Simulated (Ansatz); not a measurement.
## How far PBE and r2SCAN part for SiC, Si → Mn

Consider SiC in the wurtzite structure (space group P6_3mc, No. 186; a = 3.0919 Å, c = 5.0742 Å).

(Cell as relaxed with PBE.)

Levels (all Ansatz, a quantum-chemistry and plane-wave program, PAW, earlier PAW set): PBE (420 eV, no SOC); r2SCAN (500 eV, spin-orbit coupling left out).

Each level relaxes its own structure.

| base | PBE | r2SCAN |
|---|---|---|
| volume per atom | 10.50 Å³ | 10.34 Å³ |
| lattice parameter a | 3.092 Å | 3.075 Å |
| band gap | 2.31 eV | 2.65 eV |

Modification: Mn takes the place of Si on all its sites, then cell and atoms are relaxed.

```csv
quantity,PBE,r2SCAN
largest site moment,1.12 μB,2.50 μB
volume per atom,9.48 Å³,10.30 Å³
space group,P6_3/mmc (No. 194),P6_3/mmc (No. 194)
magnetic state,ferromagnetic,ferromagnetic
```

PBE's largest site moment lies 1.388 μB below r2SCAN's; PBE's volume per atom lies 0.82 Å³ below r2SCAN's (7.9 %); the two agree on the space group and magnetic state. Neither level is exact; r2SCAN is the comparison here, not a measurement.

Other magnetic orders, which the real material may have, were not ruled out. Stability against distortions was not tested. As relaxed here, MnC is a hypothetical phase, not in the database extracts checked.
